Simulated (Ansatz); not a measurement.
For GePd2 (P-62m, No. 189; cell taken from a computed entry), PBEsol (Ansatz, a first-principles code, PAW) gives:

- lattice constant a: 6.693 Å
- lattice parameter c: 3.413 Å
- cohesive energy: 4.93 eV/atom

Problem. What does r²SCAN (plane waves, PAW; Ansatz) give for the same quantities?

Solution. 
- lattice constant a: 6.689 Å (drops by 0.1 %)
- lattice parameter c: 3.498 Å (increases by 2.5 %)
- cohesive energy: 4.53 eV/atom (drops by 0.40 eV/atom)

Changes are worked out from the printed values.

Unless a cell is named, each level is at its own relaxed cell (PBEsol 14.71, r²SCAN 15.06 Å³/atom).

The crystal itself was run without spin with PBEsol, r²SCAN; a magnetic state was not tried in these runs.

Caveats: the relaxation could not lower the start's symmetry, so the cell can be a saddle point above a distorted one (PBEsol, r²SCAN). Ansatz's density-functional and Hartree–Fock values are scalar-relativistic unless marked +SOC, with PAW data made under PBE.
